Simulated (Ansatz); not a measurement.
## Pressure series in hypothetical Pm-3n GaN

Consider GaN (space group Pm-3n, No. 223; a hypothetical phase, not in the database extracts checked).

```xyz
12
Lattice="5.5131 0.0000 0.0000 0.0000 5.5131 0.0000 0.0000 0.0000 5.5131" Properties=species:S:1:pos:R:3 pbc="T T T"
Ga     1.3783     0.0000     2.7566
Ga     2.7566     1.3783     0.0000
Ga     2.7566     4.1348     0.0000
Ga     4.1348     0.0000     2.7566
Ga     0.0000     2.7566     4.1348
Ga     0.0000     2.7566     1.3783
N      1.3783     2.7566     0.0000
N      0.0000     1.3783     2.7566
N      0.0000     4.1348     2.7566
N      4.1348     2.7566     0.0000
N      2.7566     0.0000     4.1348
N      2.7566     0.0000     1.3783
```

Cell and atoms are relaxed at each pressure.

All numbers come from PBEsol, PAW, 420 eV (Ansatz, a first-principles code; no SOC).

```json
[
 {"pressure (GPa)": "-2", "band gap (eV)": "1.51"},
 {"pressure (GPa)": "-1", "band gap (eV)": "1.54"},
 {"pressure (GPa)": "0", "band gap (eV)": "1.56"},
 {"pressure (GPa)": "0.3", "band gap (eV)": "1.57"},
 {"pressure (GPa)": "1.5", "band gap (eV)": "?"},
 {"pressure (GPa)": "3", "band gap (eV)": "1.63"},
 {"pressure (GPa)": "5", "band gap (eV)": "1.67"},
 {"pressure (GPa)": "7.5", "band gap (eV)": "1.71"},
 {"pressure (GPa)": "10", "band gap (eV)": "1.75"}
]
```

### Question
Fit E_g = E₀ + αP + βP² to the rows shown and predict the withheld row.

### Answer
Least squares on the printed values gives E₀ = 1.56 eV, α = 24.1 meV/GPa, β = -0.54 meV/GPa² (largest residual 0.00 eV); this predicts 1.60 eV, and the run gives 1.60 eV, in agreement.

Load acts through the strain it causes; cell and atoms are relaxed under it. No phonon test of stability was made. No other phases were tried under pressure.
